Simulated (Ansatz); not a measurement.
System: interstitial Mg in zinc-blende AlP (charge state +2). All values below come from PBE, PAW (plane waves to 420 eV; Ansatz, a program for electronic structure).

64-site cell at the relaxed PBE lattice, a 2×2×2 k-point mesh shifted by half a step, smearing 0.01 eV, spin-restricted, no finite-size correction. Static, classical nuclei. The charge state is imposed; whether it is stable for some Fermi level was not computed. Sites that were not tried may lie lower. The start lies 0.32 eV above the lowest site run (PBE).

Barriers: single points on a 3×3×3 k-point mesh shifted by half a step at the bands' geometries.

The step: a concerted move, in which Al travels most. Atoms about the jump, Cartesian Å from the middle of the jump, before and after:

| atom | x0 | y0 | z0 | x1 | y1 | z1 |
|---|---|---|---|---|---|---|
| Al1 | -0.07 | -1.27 | 0.07 | 0.07 | 1.27 | -0.07 |
| P2 | -1.39 | 0.05 | 1.39 | -1.35 | 0.07 | 1.35 |
| P3 | 1.45 | -0.07 | -1.45 | 1.50 | 0.07 | -1.50 |
| P4 | -1.30 | 2.72 | -1.45 | -1.29 | 2.70 | -1.43 |
| Al5 | -2.71 | 1.37 | -0.09 | -2.84 | 1.37 | -0.05 |
| Al6 | 0.06 | 1.34 | -2.84 | 0.10 | 1.37 | -2.98 |
| Mg7 | 1.45 | -2.79 | -1.45 | 0.07 | -1.62 | -0.07 |
| P8 | -1.27 | -2.79 | -1.45 | -1.40 | -2.86 | -1.54 |
| Al9 | 0.09 | 1.37 | 2.71 | 0.05 | 1.37 | 2.84 |
| P10 | 1.45 | 2.72 | 1.29 | 1.43 | 2.70 | 1.29 |
| Al11 | 2.84 | 1.34 | -0.06 | 2.98 | 1.37 | -0.10 |

Predict the transition state.


```json
[
 {"atom": "Al1", "x": "-0.36", "y": "0.39", "z": "-0.51"},
 {"atom": "P2", "x": "-1.44", "y": "0.08", "z": "1.44"},
 {"atom": "P3", "x": "1.63", "y": "0.13", "z": "-1.65"},
 {"atom": "P4", "x": "-1.25", "y": "2.56", "z": "-1.39"},
 {"atom": "Al5", "x": "-2.91", "y": "1.38", "z": "0.06"},
 {"atom": "Al6", "x": "0.13", "y": "1.42", "z": "-3.09"},
 {"atom": "Mg7", "x": "0.92", "y": "-2.19", "z": "-0.78"},
 {"atom": "P8", "x": "-1.35", "y": "-2.74", "z": "-1.50"},
 {"atom": "Al9", "x": "0.07", "y": "1.39", "z": "2.75"},
 {"atom": "P10", "x": "1.46", "y": "2.70", "z": "1.31"},
 {"atom": "Al11", "x": "2.93", "y": "1.42", "z": "-0.04"}
]
```
It lies 1.63 eV above the start and 0.97 eV above the end. The saddle point's order was not checked. Symmetry-equivalent saddle points exist between the same ends.
